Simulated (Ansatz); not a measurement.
**Mg2Sn: response to strain**

The parent structure is Mg$_{2}$Sn (space group Fm-3m, No. 225; a = 6.818 Å; relaxed with 0.1 eV smearing).

Strains are applied to the cell and any free atomic positions relax.

Computed with plane-wave PAW DFT at the PBE level (Ansatz, a first-principles code, 420 eV), spin-orbit coupling left out.

Candidates:
(a) isotropic strain −3.00 %
(b) isotropic strain −2.00 %
(c) isotropic strain −2.50 %
(d) isotropic strain +2.00 %
(e) isotropic strain −0.50 %

Notes on the quantities. energy relative to the base: free energy F.

Task: Order them by energy relative to the base, lowest first.

Result: (e) isotropic strain −0.50 % (+0.8 meV/atom), (d) isotropic strain +2.00 % (+11 meV/atom), (b) isotropic strain −2.00 % (+13 meV/atom), (c) isotropic strain −2.50 % (+20 meV/atom), (a) isotropic strain −3.00 % (+30 meV/atom)

Whether these cells are dynamically stable was not tested.
